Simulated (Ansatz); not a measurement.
For ScSbTe (model structure, started from the ZrSiS type, P4/nmm, No. 129, 6 atoms in the cell), PBE in Ansatz (PAW) gives:

| Item | Result |
|---|---|
| lattice constant a | 4.186 Å |
| lattice parameter c | 8.813 Å |
| bulk modulus B0 | 64.1 GPa |
| cohesive energy | 3.93 eV/atom |

Task: What does r²SCAN in Ansatz (PAW) give for the same quantities?

Result: 
- lattice constant a: 4.168 Å (falls by 0.4 %)
- lattice parameter c: 8.845 Å (increases by 0.4 %)
- bulk modulus: 68.1 GPa (rises by 6.2 %)
- cohesive energy: 3.92 eV/atom (is nearly the same)

Changes are worked out from the printed values.

Unless a cell is named, each level is at its own relaxed cell (PBE 25.74, r²SCAN 25.61 Å³/atom).

Levels without +SOC leave out spin–orbit coupling, which shifts energies and cells of such heavy elements.

Caveats: the bulk modulus is −V dP/dV from two relaxed cells at ±2 % in volume (PBE, r²SCAN). Ansatz's density-functional and Hartree–Fock values are scalar-relativistic unless marked +SOC, with PAW data made under PBE.

A model structure was made by putting elements into a prototype or built by hand; it is no filed structure, need not be a known phase, and can be a saddle point held by its symmetry.

Ansatz is an electronic-structure program.
